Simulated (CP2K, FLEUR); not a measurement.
A CP2K input for a self-consistent single point of GaCuSe2 (I-42d, 8 atoms in the cell) (DFT PBE, GPW, DZVP-MOLOPT-SR-GTH basis, GTH-PBE potentials (GTH_POTENTIALS)):

```
&GLOBAL
  PROJECT run
  RUN_TYPE ENERGY_FORCE
  PRINT_LEVEL LOW
&END GLOBAL
&FORCE_EVAL
  METHOD Quickstep
  STRESS_TENSOR ANALYTICAL
  &DFT
    BASIS_SET_FILE_NAME BASIS_MOLOPT
    POTENTIAL_FILE_NAME GTH_POTENTIALS
    &QS
      METHOD GPW
      EPS_DEFAULT 1E-10
    &END QS
    &MGRID
      CUTOFF 600
      REL_CUTOFF 50
      NGRIDS 5
    &END MGRID
    &SCF
      SCF_GUESS ATOMIC
      EPS_SCF 1E-6
      MAX_SCF 100
      ADDED_MOS 12
      &DIAGONALIZATION
        ALGORITHM STANDARD
      &END DIAGONALIZATION
      &MIXING
        METHOD BROYDEN_MIXING
        ALPHA 0.3
        NBUFFER 12
      &END MIXING
      &SMEAR ON
        METHOD FERMI_DIRAC
        ELECTRONIC_TEMPERATURE [K] 580.23
      &END SMEAR
    &END SCF
    &KPOINTS
      SCHEME MONKHORST-PACK 3 3 3
    &END KPOINTS
    &XC
      &XC_FUNCTIONAL PBE
      &END XC_FUNCTIONAL
    &END XC
    &PRINT
      &MO
        EIGENVALUES T
        OCCUPATION_NUMBERS T
        NDIGITS 8
        FILENAME mo
        &EACH
          QS_SCF 0
        &END EACH
        ADD_LAST NUMERIC
      &END MO
      &MULLIKEN OFF
      &END MULLIKEN
    &END PRINT
  &END DFT
  &SUBSYS
    &CELL
      A 6.78698000 0.00000000 0.00000000
      B 2.21074000 6.41683100 0.00000000
      C -4.49886000 -3.20841500 3.94073900
      PERIODIC XYZ
    &END CELL
    &COORD
      SCALED
      Ga       0.25000000     0.75000000     0.50000000
      Ga       0.50000000     0.50000000     0.00000000
      Cu       0.75000000     0.25000000     0.50000000
      Cu       0.00000000     0.00000000     0.00000000
      Se       0.12122000     0.12500000     0.49622000
      Se       0.87500000     0.37122000     0.99622000
      Se       0.62878000     0.62500000     0.50378000
      Se       0.37500000     0.87878000     0.00378000
    &END COORD
    &KIND Ga
      BASIS_SET DZVP-MOLOPT-SR-GTH-q13
      POTENTIAL GTH-PBE-q13
    &END KIND
    &KIND Cu
      BASIS_SET DZVP-MOLOPT-SR-GTH-q11
      POTENTIAL GTH-PBE-q11
    &END KIND
    &KIND Se
      BASIS_SET DZVP-MOLOPT-SR-GTH-q6
      POTENTIAL GTH-PBE-q6
    &END KIND
  &END SUBSYS
  &PRINT
    &FORCES ON
    &END FORCES
    &STRESS_TENSOR ON
    &END STRESS_TENSOR
  &END PRINT
&END FORCE_EVAL
```

**Question.** Write the same calculation as an input for FLEUR.

**Answer.** This is the input that was run; spellings and numerical settings could be chosen otherwise.

Input of the input generator:

```
GaCuSe2
&input film=f /
-0.4105689428 0.4105689428 0.8141660066
0.4105689428 -0.4105689428 0.8141660066
0.4105689428 0.4105689428 -0.8141660066
12.8255324762
1.0 1.0 1.0

8
31 0.2500000000 0.7500000000 0.5000000000
31 0.5000000000 0.5000000000 -0.0000000000
29 0.7500000000 0.2500000000 0.5000000000
29 -0.0000000000 -0.0000000000 0.0000000000
34 0.1212200000 0.1250000000 0.4962200000
34 0.8750000000 0.3712200000 0.9962200000
34 0.6287800000 0.6250000000 0.5037800000
34 0.3750000000 0.8787800000 0.0037800000

&comp jspins=1 /
&kpt div1=3 div2=3 div3=3 /
&end /
```

```xml
<?xml version="1.0" encoding="UTF-8" standalone="no"?>
<fleurInput fleurInputVersion="0.39">
   <comment>
      GaCuSe2                                                                                             
   </comment>
   <calculationSetup>
      <cutoffs Kmax="3.8" Gmax="13.3" GmaxXC="13.3" numbands="0"/>
      <scfLoop itmax="60" minDistance="0.00001" maxIterBroyd="15" imix="Anderson" alpha="0.05" precondParam="0.0" spinf="2.0"/>
      <coreElectrons ctail="T" frcor="F" kcrel="0" coretail_lmax="0"/>
      <xcFunctional name="pbe" relativisticCorrections="F"/>
      <magnetism jspins="1"/>
      <soc l_soc="F" theta="0.0" phi="0.0" spav="F"/>
      <expertModes spex="0" secvar="F"/>
      <geometryOptimization l_f="T" forcealpha="1.0" forcemix="BFGS" epsdisp="0.00001" epsforce="0.00001"/>
      <ldaU l_linMix="F" mixParam="0.05" spinf="1.0"/>
   </calculationSetup>
   <cell>
      <bzIntegration valenceElectrons="112.0" mode="hist" fermiSmearingEnergy="0.00183747">
         <kPointListSelection listName="default-1"/>
         <!-- k-points included here -->
         <xi:include xmlns:xi="http://www.w3.org/2001/XInclude" href="kpts.xml"> </xi:include>
      </bzIntegration>
      <!-- symmetry operations included here -->
      <xi:include xmlns:xi="http://www.w3.org/2001/XInclude" href="sym.xml"> </xi:include>
      <bulkLattice scale="1.0">
         <bravaisMatrix>
            <row-1>   -5.2657653096004999     5.2657653096004999    10.4421125586663628</row-1>
            <row-2>    5.2657653096004999    -5.2657653096004999    10.4421125586663628</row-2>
            <row-3>    5.2657653096004999     5.2657653096004999   -10.4421125586663628</row-3>
         </bravaisMatrix>
      </bulkLattice>
   </cell>
   <atomSpecies>
      <species name="Gallium (Ga)" element="Ga" atomicNumber="31">
         <mtSphere radius="2.20" gridPoints="761" logIncrement="0.016"/>
         <atomicCutoffs lmax="8" lnonsphr="6"/>
         <electronConfig flipSpins="F">
            <coreConfig>(1s1/2) (2s1/2) (2p1/2) (2p3/2) (3s1/2) (3p1/2) (3p3/2)</coreConfig>
            <valenceConfig>(4s1/2) (3d3/2) (3d5/2) (4p1/2) (4p3/2)</valenceConfig>
            <stateOccupation state="(4p1/2)" spinUp="0.1666666666667" spinDown="0.1666666666667"/>
            <stateOccupation state="(4p3/2)" spinUp="0.3333333333333" spinDown="0.3333333333333"/>
         </electronConfig>
         <energyParameters s="4" p="4" d="3" f="4"/>
         <lo type="HELO" l="2" n="4" eDeriv="0"/>
      </species>
      <species name="Copper (Cu)" element="Cu" atomicNumber="29">
         <mtSphere radius="2.16" gridPoints="745" logIncrement="0.016"/>
         <atomicCutoffs lmax="8" lnonsphr="6"/>
         <electronConfig flipSpins="F">
            <coreConfig>(1s1/2) (2s1/2) (2p1/2) (2p3/2) (3s1/2) (3p1/2) (3p3/2)</coreConfig>
            <valenceConfig>(4s1/2) (3d3/2) (3d5/2)</valenceConfig>
            <stateOccupation state="(4s1/2)" spinUp="0.5" spinDown="0.5"/>
         </electronConfig>
         <energyParameters s="4" p="4" d="3" f="4"/>
         <lo type="HELO" l="2" n="4" eDeriv="0"/>
      </species>
      <species name="Selenium (Se)" element="Se" atomicNumber="34">
         <mtSphere radius="2.16" gridPoints="745" logIncrement="0.017"/>
         <atomicCutoffs lmax="8" lnonsphr="6"/>
         <electronConfig flipSpins="F">
            <coreConfig>(1s1/2) (2s1/2) (2p1/2) (2p3/2) (3s1/2) (3p1/2) (3p3/2)</coreConfig>
            <valenceConfig>(4s1/2) (3d3/2) (3d5/2) (4p1/2) (4p3/2)</valenceConfig>
            <stateOccupation state="(4p1/2)" spinUp="0.6666666666667" spinDown="0.6666666666667"/>
            <stateOccupation state="(4p3/2)" spinUp="1.3333333333333" spinDown="1.3333333333333"/>
         </electronConfig>
         <energyParameters s="4" p="4" d="3" f="4"/>
         <lo type="HELO" l="2" n="4" eDeriv="0"/>
      </species>
   </atomSpecies>
   <atomGroups>
      <atomGroup species="Gallium (Ga)">
         <relPos label="                   1">1.000/4.000 -1.000/4.000 1.000/2.000</relPos>
         <relPos label="                   2">1.000/2.000 1.000/2.000 .0000000000</relPos>
         <force calculate="T" relaxXYZ="TTT"/>
      </atomGroup>
      <atomGroup species="Copper (Cu)">
         <relPos label="                   3">-1.000/4.000 1.000/4.000 1.000/2.000</relPos>
         <relPos label="                   4">.0000000000 .0000000000 .0000000000</relPos>
         <force calculate="T" relaxXYZ="TTT"/>
      </atomGroup>
      <atomGroup species="Selenium (Se)">
         <relPos label="                   5">.1212200000 1.000/8.000 .4962200000</relPos>
         <relPos label="                   6">-1.000/8.000 .3712200000 -.0037800000</relPos>
         <relPos label="                   7">-.3712200000 -3.000/8.000 -.4962200000</relPos>
         <relPos label="                   8">3.000/8.000 -.1212200000 .0037800000</relPos>
         <force calculate="T" relaxXYZ="TTT"/>
      </atomGroup>
   </atomGroups>
   <output dos="F" band="F" slice="F">
      <checks vchk="F" cdinf="F"/>
      <bandDOS minEnergy="-.5*Htr" maxEnergy="0.5*Htr" sigma="0.015" storeEVData="T"/>
      <vacuumDOS vacdos="F" integ="F" star="F" nstars="0" locx1="0.0" locy1="0.0" locx2="0.0" locy2="0.0" nstm="0" tworkf="0.0"/>
      <unfoldingBand unfoldBand="F" supercellX="1" supercellY="1" supercellZ="1"/>
      <plotting iplot="0" polar="F">
         <plot TwoD="T" vec1="  1.0  0.0  0.0" vec2="  0.0  1.0  0.0" vec3="  0.0  0.0  1.0" zero="  0.0  0.0  0.0" file="plot"/>
      </plotting>
      <chargeDensitySlicing numkpt="0" minEigenval="0.0" maxEigenval="0.0" nnne="0" pallst="F"/>
      <specialOutput eonly="F"/>
      <magneticCircularDichroism mcd="F" energyLo="-10.0" energyUp="0.0"/>
   </output>
  <!-- We include the file relax.xml here to enable relaxations (see documentation) -->
  <xi:include xmlns:xi="http://www.w3.org/2001/XInclude" href="relax.xml"> <xi:fallback/> </xi:include>
</fleurInput>
```

Basis settings and potentials, where a program has them, do not carry over. This input uses DFT, PBE, all-electron FLAPW (FLEUR), scalar-relativistic valence.

The starting cell comes from a database of computed structures (which also holds hypothetical and non-ambient phases and stackings), without a prior relaxation at this level. Its lattice was rescaled by a random factor within 2.5 % of one. For this run, on top of that: lattice scaled by 0.98.
